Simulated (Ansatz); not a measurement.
Ansatz (a quantum-chemistry and plane-wave program) run on La (P3m1, 4 atoms in the cell): relaxation of the atoms.

Computed with PBEsol, default PAW files made with PBE (plane waves; Ansatz).

The change in words: one atom moved by 0.15 angstrom; relax: default → atoms; relax.f_tol: default → 0.2 eV/Å. Reference geometry:
```xyz
4
Lattice="1.8756 -3.2486 0.0000 1.8756 3.2486 0.0000 0.0000 0.0000 12.0992" Properties=species:S:1:pos:R:3 pbc="T T T"
La     0.0000     0.0000     6.0496
La     0.0000     0.0000     0.0000
La     1.8756     1.0829     3.0248
La     1.8756    -1.0829     9.0744
```

Reference input (self-consistent single point, DFT, PBEsol, plane waves, default PAW files made with PBE): basis.ecutwfc = 420 eV; kpoints.mp_grid.grid = 10 10 3; hamiltonian.xc = pbesol; hamiltonian.pseudopotentials = {kind: paw} (the program's default PAW files); scf.occupations.method = fermi_dirac; scf.occupations.width = 0.1 eV. This run's input differs from it in these lines:

Ansatz 0.2 input:
```diff
@@ -6,6 +6,6 @@
   atoms:
-    - { symbol: La, position_ang: [0.000000, 0.000000, 6.049600] }
+    - { symbol: La, position_ang: [0.000000, 0.000000, 6.199606] }
     - { symbol: La, position_ang: [0.000000, 0.000000, 0.000000] }
-    - { symbol: La, position_ang: [1.875575, 1.082864, 3.024800] }
-    - { symbol: La, position_ang: [1.875575, -1.082864, 9.074400] }
+    - { symbol: La, position_ang: [1.875575, 1.082866, 3.024800] }
+    - { symbol: La, position_ang: [1.875575, -1.082866, 9.074400] }
 basis:
@@ -19,2 +19,4 @@
   occupations: { method: fermi_dirac, width: 0.1 }
+relax:
+  f_tol: 0.2
 output:
```

Log, with long lists cut:

```
   [... SCF lines of the steps left out ...]
relax step   1: F+E_penalty+E_count = -24645.12009180 eV  Δ(F+E_penalty+E_count) = +0.000e0 eV  max|allowed force component| = 2.624e-1 eV/Å  Δτ_max = 0.0000 Å  (6 SCF iters, dr2 threshold 1.00e-4 eV, accepted)
relax step   2: F+E_penalty+E_count = -24645.13704586 eV  Δ(F+E_penalty+E_count) = -1.695e-2 eV  max|allowed force component| = 7.944e-2 eV/Å  Δτ_max = 0.0778 Å  (8 SCF iters, accepted)
the relaxation is at rest under the 6 symmetry operations that the run kept from its start: a minimum is not shown …
Free energy (F): -24645.137046 eV
Internal energy: -24644.916850 eV  (E = F + TS)
E sigma→0 (E₀):  -24645.026948 eV
Entropy (-TS):   -0.220196 eV (-55.049 meV/atom)
Fermi energy:    10.995154 eV
--- Forces (eV/Å), atoms counted from 1 ---
  atom   1  La    -0.00000000    -0.00000000    -0.07944162
  atom   2  La    -0.00000000    -0.00000000    -0.01694402
  atom   3  La    -0.00000000     0.00000000     0.05603051
  atom   4  La     0.00000000    -0.00000000     0.04035793
--- Stress (GPa, compression-positive) ---
       -1.753158       0.000000      -0.000000
   [... lines left out ...]
  atoms:
    - { symbol: La, position: [-1.091680279886327e-18, -1.9777478618235248e-18, 0.5059694118203664] }
    - { symbol: La, position: [6.063214407750344e-19, 1.0984451722398487e-18, 0.003570456343640655] }
    - { symbol: La, position: [0.33333333333333337, 0.6666666666666666, 0.25102691316291603] }
    - { symbol: La, position: [0.6666666666666666, 0.33333333333333337, 0.7518312284588479] }
```

The run converged.  The full log also holds: “iter 5 did not close the SCF: its close was put off for the readings that it lacked (scf_convergence_deferred on its scf_iter line)”.

Summary of the result:
| Item | Value |
|---|---|
| Free energy E − TS (on the zero of these files) | -24645.1370 eV |
| Fermi level (on the code's own zero) | 11.00 eV |
| Pressure | -1.82 GPa |
| Largest force (vector length) | 0.079 eV/Å |
| Relaxation steps | 2 |

The starting cell has typed, rounded lattice constants, without a prior relaxation at this level. Its lattice was rescaled by up to half a per cent. For this run, on top of that: one atom moved by 0.15 angstrom. The relaxation keeps the symmetry of its start, so its end need not be a minimum. Ansatz's pressure includes its estimate of the finite-basis (Pulay) stress.

Cost on one core of a shared machine: roughly 40 s.
